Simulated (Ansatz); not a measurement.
# Input and output of a self-consistent single point for CuNi (R-3m, 2 atoms in the cell) (Ansatz)

Method of the run: LDA (PW92), default PAW files made with PBE (plane waves; Ansatz, an electronic-structure program).

The input file:

Ansatz 0.2 input:
```yaml
crystal:
  lattice:
    - [1.232790, 0.711751, 4.051159]
    - [-1.232790, 0.711751, 4.051159]
    - [0.000000, -1.423504, 4.051159]
  atoms:
    - { symbol: Cu, position: [0.000000, 0.000000, 0.000000] }
    - { symbol: Ni, position: [0.500000, 0.500000, 0.500000] }
basis:
  ecutwfc: 420.0
kpoints:
  mp_grid:
    grid: [15, 15, 15]
hamiltonian:
  xc: lda
  pseudopotentials:
    kind: paw
scf:
  occupations:
    method: gaussian
    width: 0.1
output:
  forces: true
  eigenvalues: true
  stress: true
```

Output (repeated stretches shortened):

```
WARN ansatz: RAYON_NUM_THREADS=1 ignored (pool sized by the plan → 1); use --threads N
basis.fft_grid_basis auto: the FFT boxes are laid along the combinations [[1, 0, -1], [0, 1, -1], [0, 0, 1]] of the cell's own vectors, 2.466, 2.466 and 4.294 …
Pseudopotentials: kind: paw
Pseudopotential: Cu, paw, valence charge 19
Pseudopotential: Ni, paw, valence charge 18
Crystal: 2 atoms, lattice volume = 21.328 Å³
Basis set: ecut = 420 eV, 391 PW (Γ), FFT grids on a1−a3, a2−a3, a3
Bands: 23, of which v1, the nominal top of the filled ones, is band 19 counted from 1 (18 counted from 0)
Symmetry: 12 space group operations
Space group: R-3m (ITA 166), of the structure as read, at distance tolerance 2.8e-5 Å
k-points: 344 of 3375
PAW frozen core: Cu, regenerated for the run's functional, and the local potential with it
PAW frozen core: Ni, regenerated for the run's functional, and the local potential with it
Initial density: superposition of atomic densities (neutral atoms: chi_scale 0, normalization atom), corrected by the library's trained network
Initial wavefunctions: pseudopotential atomic-orbital guess
Eigensolver: davidson
Functional: x = slater, c = lda
SCF iter   1: F=—  HF=-12329.103828 eV  |F-HF|=—  |Δ(HF+E_count)|=         —  Δρ=3.04e-2  dr2=1.07e-1  ethr=1.77e-3  ⟨swp⟩=5.4  Hψ=29522  notcnv=0
all-band conjugate gradients solve this SCF's bands
preconditioner: auto → none
SCF iter   2: F=—  HF=-12329.089960 eV  |F-HF|=—  |Δ(HF+E_count)|=   1.39e-2  Δρ=1.42e-2  dr2=3.53e-2  ethr=2.90e-4  ⟨swp⟩=2.0  Hψ=12091  notcnv=0  defer=115
SCF iter   3: F=—  HF=-12329.087040 eV  |F-HF|=—  |Δ(HF+E_count)|=   2.92e-3  Δρ=3.29e-3  dr2=1.48e-3  ethr=9.55e-5  ⟨swp⟩=1.2  Hψ=7853  notcnv=0  defer=115
SCF iter   4: F=—  HF=-12329.086785 eV  |F-HF|=—  |Δ(HF+E_count)|=   2.55e-4  Δρ=1.58e-3  dr2=3.26e-4  ethr=4.00e-6  ⟨swp⟩=2.1  Hψ=10993  notcnv=0  defer=115
SCF iter   5: F=—  HF=-12329.086736 eV  |F-HF|=—  |Δ(HF+E_count)|=   4.95e-5  Δρ=1.85e-4  dr2=1.86e-6  ethr=8.81e-7  ⟨swp⟩=2.5  Hψ=11923  notcnv=0  defer=115
SCF iter   6: F=—  HF=-12329.086742 eV  |F-HF|=—  |Δ(HF+E_count)|=   5.86e-6  Δρ=4.83e-5  dr2=8.81e-8  ethr=2.70e-10  ⟨swp⟩=5.3  Hψ=39347  notcnv=0
SCF iter   7: F=-12329.086742 eV  HF=-12329.086742 eV  |F-HF|=4.55e-11  |Δ(HF+E_count)|=   5.40e-8  Δρ=7.99e-6  dr2=4.31e-9  ethr=2.38e-10  ⟨swp⟩=3.0  Hψ=29391  notcnv=0
SCF 1 converged in 7 iterations: F = -12329.086742 eV  dr2 = 4.31e-9
SCF converged after 7 iterations
Free energy (F): -12329.086742 eV
Harris-Foulkes:  -12329.086742 eV  (|F-HF|=4.55e-11)
Internal energy: -12329.078078 eV  (E = F + TS)
E sigma→0 (E₀):  -12329.082410 eV
Entropy (-TS):   -0.008664 eV (-4.332 meV/atom)
Fermi energy:    18.140962 eV
--- Per-component energies (eV) ---
  E_band       = -604.414440
  E_kinetic    = 585.894355
  E_local      = -7278.586614  (includes V_loc(G=0)·N_el)
  E_nonlocal   = 1032.600823
  E_hartree    = 3129.458945
  E_xc         = -174.813586
  E_vxc        = -226.536040  (∫ρ·V_xc dr)
  E_paw        = -3155.882074  (= ΣΔE_a)
  E_vpaw       = -976.704417  (= ΣTr[D̂ρ^β])
  E_aug_tail   = 0.000714  (compensation charges beyond the density's cutoff)
  E_ewald      = -6468.634421
  E_core_change = 0.883781  (= ΣΔE_core)
  E_smearing   = -0.008664  (= −TS)
  E_closure    = -0.000000  (closes the sum)
  Σ components = -12329.086742   (vs F -12329.086742, Δ=0.00e0)
--- Forces (eV/Å), atoms counted from 1 ---
  atom   1  Cu     0.00000000    -0.00000000    -0.00000000
  atom   2  Ni     0.00000000     0.00000000     0.00000000
  max |Σ_I F_I| component: 4.21e-30 eV/Å
--- Stress (GPa, compression-positive) ---
       -5.918626      -0.000000       0.000000
       -0.000000      -5.918626      -0.000000
       -0.000000      -0.000000      -5.344648
  P = ⅓ Tr σ = -5.7273 GPa (-57.273 kbar)
  The stress holds the Pulay correction. Without it, at fixed plane waves, as pw.x and ABINIT print it: P = -5.8387 GPa
--- Band table (eV; the first three rows and the last of 344) ---
  k-point 0: bands = ["-93.5340", "-83.9184", "-51.3548", "-51.2777", "-51.2777", "-44.7125", "-44.7125", "-44.6023", "8.6525", "13.1067", "15.1872", "15.1872", "15.7744", "15.7776", "15.7776", "16.8020", "16.8020", "17.4920", "17.9051", "17.9051", [...]
  k-point 1: bands = ["-93.5333", "-83.9172", "-51.3541", "-51.2833", "-51.2791", "-44.7209", "-44.7145", "-44.6013", "8.8143", "13.2035", "15.1400", "15.2453", "15.6585", "15.7956", "15.8129", "16.6628", "16.8423", "17.0681", "17.8831", "18.6246", [...]
  k-point 2: bands = ["-93.5314", "-83.9140", "-51.3520", "-51.2989", "-51.2830", "-44.7445", "-44.7203", "-44.5984", "9.2917", "13.4728", "15.0096", "15.3441", "15.4115", "15.8373", "15.8967", "16.3457", "16.8204", "16.9704", "17.8202", "19.6482", [...]
  k-point 343: bands = ["-93.5334", "-83.9173", "-51.3531", "-51.2833", "-51.2791", "-44.7209", "-44.7146", "-44.6032", "10.7705", "11.3567", "14.8160", "15.2006", "15.3365", "15.7297", "16.1599", "16.4086", "16.4277", "16.5309", "17.6620", [...]
```

The run converged in 7 iterations.

The starting cell comes from a database of computed structures (which also holds hypothetical and non-ambient phases and stackings), without a prior relaxation at this level. Its lattice was rescaled by up to half a per cent. Spin polarisation is off. With a pressure of about -6 GPa the cell is away from its equilibrium volume at this level. Ansatz's pressure includes its estimate of the finite-basis (Pulay) stress.
